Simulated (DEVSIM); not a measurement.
System: Schottky contact on n-type CdTe, at 300 K.

| layer (left to right) | material | thickness (μm) | Nd (cm⁻³) | τn (s) | τp (s) |
|---|---|---|---|---|---|
| 1 | CdTe | 0.320 | 1.4e17 | 4e-8 | 4e-8 |

Left contact: Schottky, work function 5.34 eV, emission velocity 7.3e6 cm/s. Right contact: ohmic. Voltage is applied to the left contact. Recombination: SRH at mid-gap, radiative, Auger. Mobility is μmin + (μ − μmin)/(1 + (N/Nref)^α).

Constants are typed, rounded textbook-type inputs, not results; the design itself was drawn at random and stands for no fabricated device. Values at 300 K.

```
parameter        CdTe
-------------  ------
gap (eV)          1.5
affinity (eV)    4.28
permittivity     10.2
Nc (cm⁻³)        8e17
Nv (cm⁻³)      1.8e19
μn (cm²/Vs)      1000
μp (cm²/Vs)        80
μn,min            100
μp,min             10
Nref,n           1e17
Nref,p           1e17
αn                0.6
αp                0.6
B (cm³/s)       1e-10
Cn (cm⁶/s)      1e-30
Cp (cm⁶/s)      1e-30
```

Model (solved in DEVSIM): 1D drift-diffusion, Boltzmann statistics, complete ionisation; no tunnelling, impact ionisation, image-force lowering or self-heating. Metal contacts follow the ideal Schottky-Mott rule: no Fermi-level pinning, no interface dipoles.

Problem. Tabulate band edges, carrier densities and field at zero bias.

Solution. Energies count from the Fermi level of the right contact; mesh points crowd at the junctions.

```csv
x (μm),Ec (eV),Ev (eV),n (cm⁻³),p (cm⁻³),field (V/cm)
0.000,1.060,-0.440,< 1e2,7.3e11,-220000
0.005364,0.945,-0.555,110,8.4e9,-210000
0.01174,0.817,-0.683,15000,6.0e7,-190000
0.01770,0.707,-0.793,1100000,850000,-180000
0.03032,0.502,-0.998,2.9e9,310,-150000
0.04140,0.355,-1.145,8.7e11,< 1e2,-120000
0.05176,0.245,-1.255,6.0e13,< 1e2,-93000
0.07370,0.100,-1.400,1.7e16,< 1e2,-40000
0.08884,0.061,-1.439,7.5e16,< 1e2,-14000
0.1110,0.047,-1.453,1.3e17,< 1e2,-2000
0.1373,0.045,-1.455,1.4e17,< 1e2,-160
0.1726,0.045,-1.455,1.4e17,< 1e2,≈ 0
0.2005,0.045,-1.455,1.4e17,< 1e2,≈ 0
0.2240,0.045,-1.455,1.4e17,< 1e2,≈ 0
0.2473,0.045,-1.455,1.4e17,< 1e2,≈ 0
0.2633,0.045,-1.455,1.4e17,< 1e2,≈ 0
0.2768,0.045,-1.455,1.4e17,< 1e2,≈ 0
0.2882,0.045,-1.455,1.4e17,< 1e2,≈ 0
0.2995,0.045,-1.455,1.4e17,< 1e2,≈ 0
0.3072,0.045,-1.455,1.4e17,< 1e2,≈ 0
0.3138,0.045,-1.455,1.4e17,< 1e2,≈ 0
0.3200,0.045,-1.455,1.4e17,< 1e2,≈ 0
```
